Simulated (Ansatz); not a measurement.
**Ag, response to strain**

The parent structure is Ag in the fcc (Cu type) structure (space group Fm-3m, No. 225; a = 4.1043 Å; relaxed with 0.1 eV smearing).

Strains are applied to the cell and any free atomic positions relax.

Method: DFT with r2SCAN, PAW potentials and a 500 eV plane-wave cutoff in Ansatz (a quantum-chemistry and plane-wave program), no spin-orbit coupling.

Notes on the quantities. energy relative to the base: free energy F.

```tsv
variant	energy relative to the base	shortest interatomic distance	pressure
base	0 meV/atom	2.902 Å	0.0 GPa
isotropic strain +0.50 %	+1.2 meV/atom	2.917 Å	-1.5 GPa
isotropic strain +1.00 %	…	2.931 Å	…
isotropic strain +1.50 %	+10 meV/atom	2.946 Å	-4.0 GPa
isotropic strain +2.00 %	+18 meV/atom	2.960 Å	-5.2 GPa
isotropic strain +2.50 %	+28 meV/atom	2.975 Å	-6.2 GPa
isotropic strain +3.00 %	+39 meV/atom	2.989 Å	-7.1 GPa
```

Question: Some entries are withheld; estimate them.

Answer: 
- isotropic strain +1.00 %, energy relative to the base: +4.8 meV/atom
- isotropic strain +1.00 %, pressure: -2.8 GPa

Stability against distortions was not tested.
